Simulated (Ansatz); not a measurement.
# Worked example: self-consistent single point of Al₂Au (Fm-3m, 3 atoms in the cell) in Ansatz

Method of the run: PBE (plane waves, PAW; Ansatz, an electronic-structure program).

This input was run:

Ansatz 0.2 input:
```yaml
crystal:
  lattice:
    - [0.000000, 3.029656, 3.029656]
    - [3.029656, 0.000000, 3.029656]
    - [3.029656, 3.029656, 0.000000]
  atoms:
    - { symbol: Al, position_ang: [1.514828, 1.514828, 1.514828] }
    - { symbol: Al, position_ang: [4.544484, 4.544484, 4.544484] }
    - { symbol: Au, position_ang: [0.000000, 0.000000, 0.000000] }
kpoints:
  mp_grid: { grid: [6, 6, 6] }
hamiltonian:
  xc: pbe
  pseudopotentials: { kind: paw }
scf:
  occupations: { method: fermi_dirac, width: 0.1 eV }
output:
  forces: true
  eigenvalues: true
  stress: true
```

Output, abridged:

```
WARN basis.ecutwfc = 420 eV, the default
Pseudopotentials: kind: paw
Pseudopotential: Al, paw, valence charge 3
Pseudopotential: Au, paw, valence charge 19
Crystal: 3 atoms, lattice volume = 55.617 Å³
Basis set: ecut = 420 eV, 1067 PW (Γ), exchange–correlation on 60×60×60 points (8 copies of the dense FFT grid, shifted against one another)
Bands: 17, of which v1, the nominal top of the filled ones, is band 13 counted from 1 (12 counted from 0)
Symmetry: 48 space group operations
Space group: Fm-3m (ITA 225), of the structure as read, at distance tolerance 3.8e-5 Å
k-points: 16 of 216
Initial density: superposition of atomic densities (neutral atoms: chi_scale 0, normalization atom), corrected by the library's trained network
Initial wavefunctions: pseudopotential atomic-orbital guess
Eigensolver: davidson
Functional: x = pbe(κ = 0.804, μ = 0.2195149727645171), c = pbe(β = 0.06672455060314922)
SCF iter   1: F=—  HF=-14225.653858 eV  |F-HF|=—  |Δ(HF+E_count)|=         —  Δρ=2.90e-3  dr2=4.54e-3  ethr=1.77e-3  ⟨swp⟩=5.1  Hψ=1338  notcnv=0
all-band conjugate gradients solve this SCF's bands
preconditioner: auto → none
SCF iter   2: F=—  HF=-14225.654299 eV  |F-HF|=—  |Δ(HF+E_count)|=   4.41e-4  Δρ=9.19e-4  dr2=3.75e-4  ethr=1.82e-5  ⟨swp⟩=2.2  Hψ=524  notcnv=0
SCF iter   3: F=—  HF=-14225.654566 eV  |F-HF|=—  |Δ(HF+E_count)|=   2.67e-4  Δρ=3.45e-4  dr2=5.69e-5  ethr=1.50e-6  ⟨swp⟩=2.0  Hψ=334  notcnv=0
SCF iter   4: F=—  HF=-14225.654571 eV  |F-HF|=—  |Δ(HF+E_count)|=   4.95e-6  Δρ=1.96e-5  dr2=1.66e-7  ethr=2.28e-7  ⟨swp⟩=2.0  Hψ=376  notcnv=0
iter 5 did not close the SCF: its close was put off for the readings that it lacked (scf_convergence_deferred on its scf_iter line)
SCF iter   5: F=-14225.654572 eV  HF=-14225.654572 eV  |F-HF|=2.84e-9  |Δ(HF+E_count)|=   3.99e-7  Δρ=4.24e-6  dr2=9.95e-9  ethr=6.66e-10  ⟨swp⟩=2.0  Hψ=404  notcnv=0
SCF iter   6: F=-14225.654572 eV  HF=-14225.654572 eV  |F-HF|=7.28e-12  |Δ(HF+E_count)|=   3.29e-9  Δρ=4.91e-7  dr2=9.78e-11  ethr=3.98e-11  ⟨swp⟩=2.3  Hψ=932  notcnv=0
SCF 1 converged in 6 iterations: F = -14225.654572 eV  dr2 = 9.78e-11
SCF converged after 6 iterations
Free energy (F): -14225.654572 eV
Harris-Foulkes:  -14225.654572 eV  (|F-HF|=7.28e-12)
Internal energy: -14225.624889 eV  (E = F + TS)
E sigma→0 (E₀):  -14225.639731 eV
Entropy (-TS):   -0.029682 eV (-9.894 meV/atom)
Fermi energy:    10.783359 eV
--- Per-component energies (eV) ---
  E_band       = -382.282103
  E_kinetic    = 648.791711
  E_local      = -3001.204647  (includes V_loc(G=0)·N_el)
  E_nonlocal   = 88.549215
  E_hartree    = 1290.660055
  E_xc         = -308.866711
  E_vxc        = -335.153486  (∫ρ·V_xc dr)
  E_paw        = -10638.258685  (= ΣΔE_a)
  E_vpaw       = -364.586981  (= ΣTr[D̂ρ^β])
  E_aug_tail   = 0.001405  (compensation charges beyond the density's cutoff)
  E_ewald      = -2305.297234
  E_smearing   = -0.029682  (= −TS)
  E_closure    = -0.000000  (closes the sum)
  Σ components = -14225.654572   (vs F -14225.654572, Δ=0.00e0)
--- Forces (eV/Å), atoms counted from 1 ---
  atom   1  Al    -0.00000000     0.00000000     0.00000000
   [... zero for the other atoms too ...]
  max |Σ_I F_I| component: 1.30e-16 eV/Å
--- Stress (GPa, compression-positive) ---
        0.228680      -0.000000      -0.000000
        0.000000       0.228680       0.000000
        0.000000       0.000000       0.228680
  P = ⅓ Tr σ = 0.2287 GPa (2.287 kbar)
  The stress holds the Pulay correction. Without it, at fixed plane waves, as pw.x and ABINIT print it: P = 0.1772 GPa
--- Band table (eV; the first three rows and the last of 16) ---
  k-point 0: bands = ["-96.2428", "-47.6273", "-47.6273", "-47.6273", "0.4960", "4.4050", "4.4050", "4.4050", "5.3313", "5.3313", "12.8659", "13.7737", "13.7737", "13.7737", "14.6207", "14.6207", "14.6207"]
  k-point 1: bands = ["-96.2428", "-47.6275", "-47.6274", "-47.6274", "0.8481", "4.2955", "4.4862", "4.4862", "5.3193", "5.3193", "10.5002", "12.7565", "12.7565", "13.2380", "15.3911", "15.3911", "15.7818"]
  k-point 2: bands = ["-96.2428", "-47.6280", "-47.6274", "-47.6274", "1.7914", "4.1759", "4.6095", "4.6095", "5.3688", "5.3688", "7.3627", "11.6681", "11.6681", "13.6758", "14.7872", "14.7872", "14.8169"]
  k-point 15: bands = ["-96.2427", "-47.6281", "-47.6278", "-47.6277", "3.8065", "4.1646", "4.2965", "5.1848", "5.1849", "5.7582", "6.1439", "7.6705", "8.7173", "13.5021", "14.4538", "16.2932", "17.8856"]
```

The run converged in 6 iterations.

The starting cell comes from a database of computed structures (which also holds hypothetical and non-ambient phases and stackings), without a prior relaxation at this level. Its lattice was rescaled by a random factor within 2.5 % of one. Spin-orbit coupling is off. Ansatz's pressure includes its estimate of the finite-basis (Pulay) stress.
